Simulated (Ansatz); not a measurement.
Base system: CdTe in the zinc blende structure (space group F-43m, No. 216).

```
CELL_PARAMETERS angstrom
      0.00000     3.24436     3.24436
      3.24436     0.00000     3.24436
      3.24436     3.24436     0.00000
ATOMIC_POSITIONS crystal
  Cd 0.00000 0.00000 0.00000
  Te 0.25000 0.25000 0.25000
```

Method: PBEsol (Ansatz, a quantum-chemistry and plane-wave program), without spin-orbit coupling.

Strains are applied to the cell and any free atomic positions relax.

One change was made to it. Results:

The band gap decreases by 0.09 eV to 0.56 eV; the pressure shrinks by 1.15 GPa, from 0.01 GPa to -1.14 GPa; the electron mass becomes 0.049 mₑ (at Γ) (base: 0.055 mₑ (at Γ)); the energy rises by 3.8 meV/atom.

**Question.** Which of these changes matches the shifts?
(A) isotropic strain +2.50 %
(B) isotropic strain +2.00 %
(C) isotropic strain −2.00 %
(D) isotropic strain +1.00 %

**Answer.** D, isotropic strain +1.00 %. For comparison, the band gap in the other runs: isotropic strain +2.00 % gives 0.48 eV; isotropic strain −2.00 % gives 0.83 eV; isotropic strain +2.50 % gives 0.44 eV.

With Te present, leaving out spin-orbit coupling can change the band edges. Masses are band curvatures over ±0.01 Å⁻¹ around the edge. Whether these cells are dynamically stable was not tested.
